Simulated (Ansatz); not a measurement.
The reference is NbAs (space group I4_1md, No. 109).

```xyz
4
Lattice="-1.7368 1.7368 5.8744 1.7368 -1.7368 5.8744 1.7368 1.7368 -5.8744" Properties=species:S:1:pos:R:3 pbc="T T T"
Nb     0.0000     0.0000    11.7357
Nb     0.0000     1.7368     2.9241
As     0.0000     0.0000     4.9005
As     1.7368     0.0000     1.9633
```

All numbers come from PBE/PAW in Ansatz (a quantum-chemistry and plane-wave program), no spin-orbit coupling.

One change was made to it. Results:

The c/a ratio goes up by 0.006 to 3.388; the volume per atom drops by 0.13 Å³, from 17.72 Å³ to 17.59 Å³.

Task: Name the change that was made.
A. Nb → Be
B. As → P
C. Nb → Ta

Result: C, Nb → Ta. For comparison, the volume per atom in the other runs: As → P gives 16.00 Å³; Nb → Be gives 14.49 Å³.

No phonon test of stability was made. As relaxed here, BeAs is a hypothetical phase, not in the database extracts checked. All final runs are without spin polarisation.
